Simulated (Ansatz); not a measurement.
AlCl₃ (C2/m, No. 12) was calculated with LDA (plane waves, PAW; Ansatz, a program for electronic structure).

Run with plane-wave cutoff 520 eV, 8×8×6 k mesh (along the axes of the cell as run), Fermi–Dirac smearing 0.01 eV, scalar-relativistic PAW data made under PBE.

Cell (measured lattice):

```cif
data_Al2Cl6
_chemical_formula_sum 'Al2 Cl6'
_space_group_name_H-M_alt 'P 1'
_space_group_IT_number 1
_cell_length_a 5.90995
_cell_length_b 5.90995
_cell_length_c 6.14800
_cell_angle_alpha 80.985
_cell_angle_beta 99.015
_cell_angle_gamma 60.045
loop_
_space_group_symop_operation_xyz
  'x, y, z'
loop_
_atom_site_label
_atom_site_type_symbol
_atom_site_fract_x
_atom_site_fract_y
_atom_site_fract_z
_atom_site_occupancy
Al1 Al 0.83380 0.83380 0.00000 1
Al2 Al 0.16620 0.16620 0.00000 1
Cl1 Cl 0.78530 0.21470 0.77370 1
Cl2 Cl 0.21470 0.78530 0.22630 1
Cl3 Cl 0.42689 0.93049 0.77520 1
Cl4 Cl 0.93049 0.42689 0.22480 1
Cl5 Cl 0.57311 0.06951 0.22480 1
Cl6 Cl 0.06951 0.57311 0.77520 1
```

Task: Give the computed band gap, smallest direct gap on the k points sampled and direct gap at Γ.

Result: 
- band gap = 4.99 eV (indirect)
- smallest direct gap on the k points sampled = 5.08 eV
- direct gap at Γ = 5.36 eV

Note: cell and atoms aren't relaxed at this level (pressure -1.1 GPa).

The computed numbers hold no vibrational or temperature effects.

Cost on a shared machine: around 80 core-seconds (rough).
